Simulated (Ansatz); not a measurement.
**Pt in the fcc (Cu type) structure (space group Fm-3m, No. 225)**

```cif
data_Pt4
_chemical_formula_sum 'Pt4'
_space_group_name_H-M_alt 'Fm-3m'
_space_group_IT_number 225
_space_group_name_Hall '-F 4 2 3'
_cell_length_a 3.91826
_cell_length_b 3.91826
_cell_length_c 3.91826
_cell_angle_alpha 90.000
_cell_angle_beta 90.000
_cell_angle_gamma 90.000
loop_
_atom_site_label
_atom_site_type_symbol
_atom_site_symmetry_multiplicity
_atom_site_Wyckoff_symbol
_atom_site_fract_x
_atom_site_fract_y
_atom_site_fract_z
_atom_site_occupancy
Pt1 Pt 4 a 0.00000 0.00000 0.00000 1
```
(The calculation used a cell of 1 atom; values per cell refer to that cell.)

All numbers come from PBEsol/PAW in Ansatz (a quantum-chemistry and plane-wave program), spin-orbit coupling left out. Γ-centred 20×20×20 mesh, Fermi–Dirac width 0.05 eV.

- Volume per atom = 15.04 Å³
- Density = 21.54 g/cm³
- Band gap = zero
- Total energy = -12383.821 eV/atom (σ→0; compares only within this code and set-up)

No phonon test of stability was made. All final runs are without spin polarisation.
